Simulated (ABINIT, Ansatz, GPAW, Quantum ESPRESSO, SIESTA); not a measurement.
**Code comparison for NbVCr (Imma, 6 atoms in the cell)**

Self-consistent single point.

```
CELL_PARAMETERS angstrom
     -2.46242     2.52027     3.50740
      2.46242    -2.52027     3.50740
      2.46242     2.52027    -3.50740
ATOMIC_POSITIONS crystal
  Nb 0.12626 0.37626 0.75000
  Nb 0.87374 0.62374 0.25000
  V  0.50000 0.00000 0.50000
  V  0.00000 0.00000 0.00000
  Cr 0.50000 0.00000 0.00000
  Cr 0.50000 0.50000 0.50000
```

All programs got the same cell, k-point mesh and kind of occupations (in Ansatz's words: kpoints.mp_grid.grid = 5 5 5; scf.occupations.method = fermi_dirac; scf.occupations.width = 0.1 eV); potentials, basis and cutoffs are each program's usual ones.

```
code                                                                                                                                      model  pressure (GPa)  largest force (eV/Å)  k-points       cutoff
----------------  -----------------------------------------------------------------------------------------------------------------------------  --------------  --------------------  --------  -----------
GPAW                                                                                      PBEsol, GPAW PAW datasets PBEsol (made by gpaw-setup)           -5.73                 0.015        27       800 eV
Ansatz                                                                                                          PBEsol, PAW files made with PBE           -5.69                 0.012        27       420 eV
ABINIT                                                                                       PBEsol, PAW (JTH v2.0 PBE PAW, files made for PBE)           -5.75                 0.019        27        30 Ha
SIESTA            GGA PBEsol, numerical atomic orbitals DZP, PseudoDojo PBEsol standard norm-conserving potentials (rewritten from UPF to PSML)           -6.60                 0.011        63  grid 400 Ry
Quantum ESPRESSO                                                                           PBEsol, GBRV 1.5 ultrasoft (PBESOL) pseudopotentials           -5.91                 0.011        27        50 Ry
```

The spread over the programs that give each value: pressure within 0.91 GPa; largest force within 0.008 eV/Å.

The starting cell comes from a database of computed structures (which also holds hypothetical and non-ambient phases and stackings), without a prior relaxation at this level. On Ansatz's run: Spin polarisation is off. In the base run, with a pressure of about -6 GPa the cell is away from its equilibrium volume at this level.

### Question
Why do the programs differ, and what cannot be compared?

### Answer
Differences of this kind can come from the potentials, where these differ, and from what each basis and cutoff leave unconverged. The valence holds different numbers of electrons (GPAW 64, Ansatz (a program for electronic structure) 80, ABINIT 80, SIESTA 80, Quantum ESPRESSO 80). The zero of total energies and Fermi levels follows the potentials and each program's conventions, so they are not compared here. SIESTA uses small atom-centred bases, whose incompleteness enters pressures, forces and empty levels differently from a plane-wave cutoff. Ansatz's pressure is given at a fixed set of plane waves, as the other plane-wave codes print theirs; with its correction for the finite basis it is -5.61 GPa. The programs reduce the same mesh by symmetry to different extents, which changes the work and not the result.

Left out of this page: Elk and FLEUR (not drawn, or without a comparable value).

Keys are those of Ansatz 0.2.
